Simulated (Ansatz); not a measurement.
System: L1₂ (Cu3Au-type) Al3Sc. Method: r²SCAN+rVV10 (Ansatz, an electronic-structure program, plane waves, PAW).

Numerical settings: plane-wave cutoff 560 eV, 14×14×14 k mesh, Fermi–Dirac smearing 0.05 eV, scalar-relativistic PAW data made under PBE.

Pressure at four volumes; x = ln(V/16.974 Å³). One pressure is withheld.

| V (Å³/atom) | x | P (GPa) |
|---|---|---|
| 15.956 | -0.0618 | ? |
| 16.295 | -0.0408 | 4.23 |
| 16.974 | 0.0000 | 0.01 |
| 17.993 | 0.0583 | -4.92 |

Task: Pass a parabola P(x) through the three rows shown, estimate the bulk modulus and its pressure derivative near zero pressure, and predict the withheld pressure.

Result: Slopes between the rows: (0.01 − (4.23))/(0.0000 − (-0.0408)) = -103.43 and (-4.92 − (0.01))/(0.0583 − (0.0000)) = -84.56 GPa. Their difference over the span 0.0991 is c = 18.87/0.0991 = 190.4 GPa, so P(x) = 4.23 + (-103.43)(x − (-0.0408)) + 190.4 (x − (-0.0408))(x − (0.0000)). At the middle row B = −dP/dx = −[-103.43 + 190.4 × 0.0408] = 95.7 GPa, and B′ = dB/dP = 2c/B = 4.0. At x = -0.0618 the parabola gives 6.65 GPa; the run gives 6.67 GPa. The Birch–Murnaghan fit to the energies at all volumes has B0 = 95.1 GPa and B′ = 4.0.

Measured, for comparison: bulk modulus 91.5 ± 1 GPa (298 K, no zero-point or thermal correction, polycrystal; as tabulated in A Combined Experimental and First-Principles Based Assessment of …). Computed (rounded) less measured: bulk modulus +4 %. A static lattice is as a rule a little smaller and stiffer than an uncorrected measurement, which narrows the difference in the bulk modulus and would widen misses of the other sign.
